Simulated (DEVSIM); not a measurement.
Structure: abrupt GaSb p-n junction, at 300 K.

| layer (left to right) | material | thickness (μm) | Nd (cm⁻³) | Na (cm⁻³) | τn (s) | τp (s) |
|---|---|---|---|---|---|---|
| 1 | GaSb | 0.330 | - | 2.3e15 | 8.9e-8 | 8.9e-8 |
| 2 | GaSb | 0.420 | 5.6e15 | - | 8.9e-8 | 8.9e-8 |

Left contact: ohmic. Right contact: ohmic. Voltage is applied to the left contact. Recombination: SRH at mid-gap, Auger. Mobility is constant in doping.

The device is made up for the run: typed textbook-type constants, with dimensions and the other settings drawn at random. Values at 300 K.

```csv
parameter,GaSb
gap (eV),0.726
affinity (eV),4.06
permittivity,15.7
Nc (cm⁻³),2.1e17
Nv (cm⁻³),1.8e19
μn (cm²/Vs),5000
μp (cm²/Vs),850
Cn (cm⁶/s),5e-30
Cp (cm⁶/s),5e-30
```

Simulated with DEVSIM: 1D drift-diffusion, Boltzmann statistics, complete ionisation; no tunnelling, impact ionisation, image-force lowering or self-heating.

Q: Tabulate band edges, carrier densities and field at zero bias.

A: Energies count from the Fermi level of the right contact; mesh points crowd at the junctions.

| x (μm) | Ec (eV) | Ev (eV) | n (cm⁻³) | p (cm⁻³) | field (V/cm) |
|---|---|---|---|---|---|
| 0.000 | 0.494 | -0.232 | 1.0e9 | 2.3e15 | -4700 |
| 0.01175 | 0.489 | -0.237 | 1.3e9 | 1.9e15 | -4700 |
| 0.02838 | 0.481 | -0.245 | 1.8e9 | 1.4e15 | -4800 |
| 0.05476 | 0.468 | -0.258 | 2.9e9 | 8.2e14 | -5200 |
| 0.1022 | 0.441 | -0.285 | 8.3e9 | 2.9e14 | -6200 |
| 0.1564 | 0.403 | -0.323 | 3.5e10 | 6.9e13 | -7500 |
| 0.2119 | 0.358 | -0.368 | 2.1e11 | 1.2e13 | -9000 |
| 0.2683 | 0.303 | -0.423 | 1.7e12 | 1.4e12 | -10000 |
| 0.2947 | 0.274 | -0.452 | 5.2e12 | 4.6e11 | -11000 |
| 0.3134 | 0.253 | -0.473 | 1.2e13 | 2.0e11 | -12000 |
| 0.3276 | 0.236 | -0.490 | 2.3e13 | 1.0e11 | -12000 |
| 0.3418 | 0.219 | -0.507 | 4.4e13 | 5.5e10 | -11000 |
| 0.3588 | 0.201 | -0.525 | 8.9e13 | 2.7e10 | -10000 |
| 0.3831 | 0.178 | -0.548 | 2.2e14 | 1.1e10 | -8700 |
| 0.4358 | 0.140 | -0.586 | 9.4e14 | 2.6e9 | -5600 |
| 0.4936 | 0.115 | -0.611 | 2.4e15 | 9.9e8 | -3000 |
| 0.5643 | 0.101 | -0.625 | 4.2e15 | 5.8e8 | -1200 |
| 0.6340 | 0.096 | -0.630 | 5.1e15 | 4.7e8 | -430 |
| 0.6876 | 0.095 | -0.631 | 5.4e15 | 4.5e8 | -210 |
| 0.7147 | 0.094 | -0.632 | 5.5e15 | 4.4e8 | -160 |
| 0.7337 | 0.094 | -0.632 | 5.6e15 | 4.3e8 | -140 |
| 0.7500 | 0.094 | -0.632 | 5.6e15 | 4.3e8 | -140 |
